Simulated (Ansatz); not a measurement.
The starting structures come from a database of crystals and need not be the phases stable at ambient conditions.

 Where the default PAW files enter, the runs use the earlier of Ansatz's two default sets.

The decay constant κ of evanescent states in the gap governs leakage through a thin film.

Data:

```yaml
crystal:
  lattice:
    - [6.39362, 0.00000, 0.00000]
    - [-3.19681, 5.53703, 0.00000]
    - [3.19681, 1.84568, 2.61018]
  atoms:
    - { symbol: Rb, position: [0.00000, 0.00000, 0.00000] }
    - { symbol: Ca, position: [0.00000, 0.50000, 0.50000] }
    - { symbol: H, position: [0.50000, 0.00000, 0.00000] }
    - { symbol: H, position: [0.50000, 0.50000, 0.00000] }
    - { symbol: H, position: [0.00000, 0.50000, 0.00000] }
```

Space group of this cell: Pm-3m, cubic perovskite. The cell is taken as given.

Transport runs along the normal of the first two printed cell vectors, the (111) plane of the conventional cell.

No gap correction and no spin-orbit coupling; mid-gap values are interpolated between computed energies.

**Question.** Estimate the band gap and the smallest decay constant κ at mid-gap that r2SCAN in Ansatz (a first-principles code) returns for this system.

**Answer.** Gap 3.77 eV on a 12×12×12 mesh; κ = 0.366 1/Å, at (0.500, 0.000) of the in-plane reciprocal vectors. At the zone centre, at the nearest computed energy, the slowest state has κ = 0.48 1/Å.
